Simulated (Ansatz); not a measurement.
System: interstitial H in bixbyite In2O3 (charge state +1). Level of theory: PBE, PAW (plane waves to 420 eV; Ansatz, a program for electronic structure).

80-site cell at the relaxed PBE lattice, one k-point at (0.250, 0.250, 0.250), smearing 0.01 eV, spin-restricted, no finite-size correction. No zero-point or tunnelling terms. The charge state is imposed; whether it is stable for some Fermi level was not computed. Sites that were not tried may lie lower.

Barriers: single points on a 2×2×2 k-point mesh shifted by half a step at the bands' geometries.

A. a direct jump of one H atom; the atom moves 2.02 Å along (0.15, 0.10, 0.07) of the unit cell; the moving atom starts with neighbours O at 1.00, O at 1.79 Å and ends with In at 2.16; O at 0.98, O at 2.03 Å; saddle order not checked.
B. a concerted move, in which H travels most; the atom moves 1.59 Å along (0.01, -0.01, -0.15) of the unit cell; the moving atom starts with neighbours In at 2.16; O at 0.98, O at 2.03 Å and ends with In at 2.16; O at 0.98, O at 2.03 Å; the start lies 0.64 eV above the lowest site run; saddle order not checked.

**Question.** Put the candidates in order of forward barrier, lowest first, for PBE, PAW.

**Answer.** B (0.36 eV), A (0.72 eV)
